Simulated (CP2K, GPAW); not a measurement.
A GPAW input for a self-consistent single point of Pd (Fm-3m, 1 atom in the cell) (DFT PBE, plane waves, GPAW PAW datasets PBE (gpaw-data 1.0.1)):

```python
from ase import Atoms
from ase.units import GPa
from gpaw import GPAW

atoms = Atoms(['Pd'],
              cell=[[0.000000, 1.891232, 1.891232],
                    [1.891232, 0.000000, 1.891232],
                    [1.891232, 1.891232, 0.000000]],
              scaled_positions=[[0.000000, 0.000000, 0.000000]],
              pbc=True)

calc = GPAW(mode={'name': 'pw', 'ecut': 600},
            xc='PBE',
            kpts=(15, 15, 15),
            occupations={'name': 'methfessel-paxton', 'width': 0.136, 'order': 0},
            nbands=-5,
            convergence={'forces': 0.001},
            symmetry={'symmorphic': False, 'tolerance': 0.0005},
            maxiter=150)

atoms.calc = calc

energy = atoms.get_potential_energy()
print('Energy (eV):', round(energy, 6))
forces = atoms.get_forces()
print('Forces (eV/Ang):')
print(forces.round(5))
stress = atoms.get_stress()
print('Stress (GPa, Voigt):', (stress / GPa).round(4))
```

**Question.** Give the CP2K input for the same structure, mesh, smearing and functional.

**Answer.** One input that does it (others would too):

```
&GLOBAL
  PROJECT scf
  RUN_TYPE ENERGY_FORCE
  PRINT_LEVEL MEDIUM
&END GLOBAL
&FORCE_EVAL
  METHOD Quickstep
  STRESS_TENSOR ANALYTICAL
  &DFT
    BASIS_SET_FILE_NAME BASIS_MOLOPT
    POTENTIAL_FILE_NAME GTH_POTENTIALS
    &QS
      METHOD GPW
      EPS_DEFAULT 1E-10
    &END QS
    &MGRID
      CUTOFF 500
      REL_CUTOFF 50
      NGRIDS 5
    &END MGRID
    &SCF
      SCF_GUESS ATOMIC
      EPS_SCF 1E-7
      MAX_SCF 100
      ADDED_MOS 4
      &DIAGONALIZATION
        ALGORITHM STANDARD
      &END DIAGONALIZATION
      &MIXING
        METHOD BROYDEN_MIXING
        ALPHA 0.2
        NBUFFER 12
        BETA 1
      &END MIXING
      &SMEAR ON
        METHOD GAUSSIAN
        SIGMA [eV] 0.136
      &END SMEAR
    &END SCF
    &KPOINTS
      SCHEME MONKHORST-PACK 15 15 15
    &END KPOINTS
    &XC
      &XC_FUNCTIONAL PBE
      &END XC_FUNCTIONAL
    &END XC
    &PRINT
      &MO
        EIGENVALUES T
        OCCUPATION_NUMBERS T
        NDIGITS 8
        FILENAME mo
        &EACH
          QS_SCF 0
        &END EACH
        ADD_LAST NUMERIC
      &END MO
      &MULLIKEN ON
      &END MULLIKEN
    &END PRINT
  &END DFT
  &SUBSYS
    &CELL
      ABC 2.67460600 2.67460622 2.67460621
      ALPHA_BETA_GAMMA 60.00000883 60.00000261 60.00000277
      PERIODIC XYZ
    &END CELL
    &COORD
      Pd       0.00000000     0.00000000     0.00000000
    &END COORD
    &KIND Pd
      BASIS_SET DZVP-MOLOPT-SR-GTH-q18
      POTENTIAL GTH-PBE-q18
    &END KIND
  &END SUBSYS
  &PRINT
    &FORCES ON
    &END FORCES
    &STRESS_TENSOR ON
    &END STRESS_TENSOR
  &END PRINT
&END FORCE_EVAL
```

Basis, cutoffs, solver keys and any potentials are the target program's own. This input uses DFT PBE, GPW, DZVP-MOLOPT-SR-GTH basis, GTH-PBE potentials (GTH_POTENTIALS). Both were run: pressure 29.47 GPa in GPAW and 32.35 in CP2K.

On GPAW: the starting cell has typed, rounded lattice constants, without a prior relaxation at this level. Its lattice was rescaled by a random factor within 2.5 % of one. For this run, on top of that: lattice scaled by 0.98. Spin polarisation is off. With a pressure of about 29 GPa the cell is away from its equilibrium volume at this level.

On CP2K: the starting cell has typed, rounded lattice constants, without a prior relaxation at this level. Its lattice was rescaled by a random factor within 2.5 % of one. For this run, on top of that: lattice scaled by 0.98. Spin polarisation is off. Values carry the incompleteness of an atom-centred basis. With a pressure of about 32 GPa the cell is away from its equilibrium volume at this level.
